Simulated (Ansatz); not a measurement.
Base system: ZrO$_{2}$ (space group P4_2/nmc, No. 137; a = 3.6208 Å, c = 5.2843 Å).

All numbers come from plane-wave PAW DFT at the PBE level (Ansatz, a first-principles code, 420 eV), no spin-orbit coupling, earlier PAW set.

One change was made to it. Results:

The smallest direct gap rises by 0.044 eV, from 4.14 eV to 4.19 eV; the c/a ratio drops by 0.018, from 1.459 to 1.441; the shortest interatomic distance decreases by 0.0023 Å (2.077 Å → 2.074 Å); the density rises by 0.30 g/cm³ to 6.21 g/cm³.

What was done to the base?
A. pressure 22.5 GPa
B. pressure −2 GPa
C. pressure 9 GPa

C, pressure 9 GPa. For comparison, the c/a ratio in the other runs: pressure −2 GPa gives 1.465; pressure 22.5 GPa gives 1.427.

Load acts through the strain it causes; cell and atoms are relaxed under it. Stability against distortions was not tested. No other phases were tried under pressure. This is not the structure that ZrO2 has at room temperature and ambient pressure.
